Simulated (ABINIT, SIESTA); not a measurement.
A SIESTA input for a self-consistent single point of YBRh₃ (Pm-3m, 5 atoms in the cell) (DFT, GGA PBEsol, numerical atomic orbitals DZP, PseudoDojo PBEsol standard norm-conserving potentials (rewritten from UPF to PSML)):

```
# files in the folder: Y.psml B.psml Rh.psml (PseudoDojo PBEsol standard)
SystemName  YBRh3
SystemLabel siesta

NumberOfAtoms                5
NumberOfSpecies              3
%block ChemicalSpeciesLabel
  1 39 Y
  2 5 B
  3 45 Rh
%endblock ChemicalSpeciesLabel
LatticeConstant              1.0 Bohr
%block LatticeVectors
     7.738889574    0.000000000    0.000000000
     0.000000000    7.738889574    0.000000000
     0.000000000    0.000000000    7.738889574
%endblock LatticeVectors
AtomicCoordinatesFormat      ScaledCartesian
%block AtomicCoordinatesAndAtomicSpecies
     0.000000000    0.000000000    0.000000000  1
     3.869444787    3.869444787    3.869444787  2
     0.000000000    3.869444787    3.869444787  3
     3.869444787    0.000000000    3.869444787  3
     3.869444787    3.869444787    0.000000000  3
%endblock AtomicCoordinatesAndAtomicSpecies

XC.functional                GGA
XC.authors                   PBEsol
PAO.BasisSize                DZP
PAO.EnergyShift              0.01 Ry
MeshCutoff                   400 Ry
%block kgrid.MonkhorstPack
    7   0   0  0.0
    0   7   0  0.0
    0   0   7  0.0
%endblock kgrid.MonkhorstPack
OccupationFunction           MP
OccupationMPOrder            0
ElectronicTemperature        1578.21 K

MaxSCFIterations             150
SCF.Mixer.Method             Pulay
SCF.Mixer.Weight             0.2
SCF.Mixer.History            6
SCF.DM.Tolerance             1.0E-04
Diag.ParallelOverK           true
WriteForces                  true
```

Q: Write the same calculation as an input for ABINIT.

A: One input that does it (others would too):

```
# YBRh3, PseudoDojo nc-sr-04 PBEsol standard
pp_dirpath "./"
pseudos "Y.upf, B.upf, Rh.upf"
acell 3*1.0
rprim
         7.7388895735    0.0000000000    0.0000000000
         0.0000000000    7.7388895735    0.0000000000
         0.0000000000    0.0000000000    7.7388895735
natom 5
ntypat 3
znucl 39 5 45
typat 1 2 3 3 3
xred
         0.0000000000    0.0000000000    0.0000000000
         0.5000000000    0.5000000000    0.5000000000
         0.0000000000    0.5000000000    0.5000000000
         0.5000000000    0.0000000000    0.5000000000
         0.5000000000    0.5000000000    0.0000000000
ecut 44 Ha
occopt 7
tsmear 0.136 eV
nband 42
kptopt 1
ngkpt 7 7 7
nshiftk 1
shiftk 0 0 0
nstep 60
tolvrs 1.0e-12
prtwf 0
prtden 0
prtvol 1
enunit 1
```

Basis settings and potentials, where a program has them, do not carry over. This input uses DFT, PBEsol, plane waves, norm-conserving pseudopotentials (PseudoDojo nc-sr-04 PBEsol standard). Both were run: pressure 7.42 GPa in SIESTA and 9.05 in ABINIT.

On ABINIT: the starting cell comes from a database of computed structures (which also holds hypothetical and non-ambient phases and stackings), without a prior relaxation at this level. For this run, on top of that: lattice scaled by 0.98. Spin polarisation is off. With a pressure of about 9 GPa the cell is away from its equilibrium volume at this level.

On SIESTA: the starting cell comes from a database of computed structures (which also holds hypothetical and non-ambient phases and stackings), without a prior relaxation at this level. For this run, on top of that: lattice scaled by 0.98. Spin polarisation is off. Values carry the incompleteness of an atom-centred basis. With a pressure of about 7 GPa the cell is away from its equilibrium volume at this level.
